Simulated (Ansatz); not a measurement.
# A computed series for BaTiO3: pressure series

Take BaTiO3 in the cubic perovskite structure (space group Pm-3m, No. 221; a = 4.019 Å) as the base.

Cell and atoms are relaxed at each pressure.

Computed with plane-wave PAW DFT at the PBE level (Ansatz, a first-principles code, 420 eV), scalar-relativistic without spin-orbit coupling.

```
variant               density  band gap  smallest direct gap
-----------------  ----------  --------  -------------------
base               5.96 g/cm³   1.78 eV              1.90 eV
pressure −2 GPa    5.89 g/cm³   1.76 eV              1.89 eV
pressure −1 GPa    5.93 g/cm³   1.77 eV              1.90 eV
pressure 0.9 GPa          ___       ___              1.91 eV
pressure 2.1 GPa   6.04 g/cm³   1.81 eV              1.92 eV
pressure 4.5 GPa   6.12 g/cm³   1.84 eV              1.93 eV
pressure 9 GPa     6.27 g/cm³   1.89 eV              1.95 eV
pressure 15 GPa    6.44 g/cm³   1.95 eV              1.98 eV
pressure 22.5 GPa  6.65 g/cm³   2.00 eV                    –
pressure 30 GPa    6.83 g/cm³   2.01 eV                    –
```

### Question
Fill in the withheld entries from the trend.

### Answer

- pressure 0.9 GPa, density: 6.00 g/cm³
- pressure 0.9 GPa, band gap: 1.80 eV

Load acts through the strain it causes; cell and atoms are relaxed under it. Whether these cells are dynamically stable was not tested. Competing high-pressure phases were not computed. The final runs are not spin-polarised. Many cubic perovskites are stable only at high temperature; tilts and polar distortions were not tested. This is not the structure that BaTiO3 has at room temperature and ambient pressure.
